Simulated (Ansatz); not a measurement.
# Pressure series in hypothetical anti-perovskite Mg3PbO

Consider Mg3PbO in the anti-perovskite structure (space group Pm-3m, No. 221; a hypothetical phase, not in the database extracts checked).

```
CELL_PARAMETERS angstrom
      4.38481     0.00000     0.00000
      0.00000     4.38481     0.00000
      0.00000     0.00000     4.38481
ATOMIC_POSITIONS crystal
  Mg 0.00000 0.50000 0.50000
  Mg 0.50000 0.00000 0.50000
  Mg 0.50000 0.50000 0.00000
  Pb 0.00000 0.00000 0.00000
  O  0.50000 0.50000 0.50000
```

Cell and atoms are relaxed at each pressure.

The values are results of DFT with PBEsol, PAW potentials and a 420 eV plane-wave cutoff in Ansatz (a quantum-chemistry and plane-wave program), spin-orbit coupling left out, not measurements.

```tsv
pressure (GPa)	volume per atom (Å³/atom)
-2	17.392
-1	17.115
0	16.861
0.3	16.789
0.7	16.695
3	16.200
5	?
7.5	15.414
10	15.051
```

Fit the third-order Birch–Murnaghan form P(V) = (3B₀/2)[(V₀/V)^(7/3) − (V₀/V)^(5/3)]·[1 + (3/4)(B₀′ − 4)((V₀/V)^(2/3) − 1)] (squares taken in P) to the rows shown and predict the withheld row.

Least squares on the printed values gives V₀ = 16.861 Å³/atom, B₀ = 68.9 GPa, B₀′ = 4.3; this predicts 15.827 Å³/atom, and the run gives 15.826 Å³/atom, in agreement.

Load acts through the strain it causes; cell and atoms are relaxed under it. No phonon test of stability was made. No other phases were tried under pressure. All final runs are without spin polarisation.
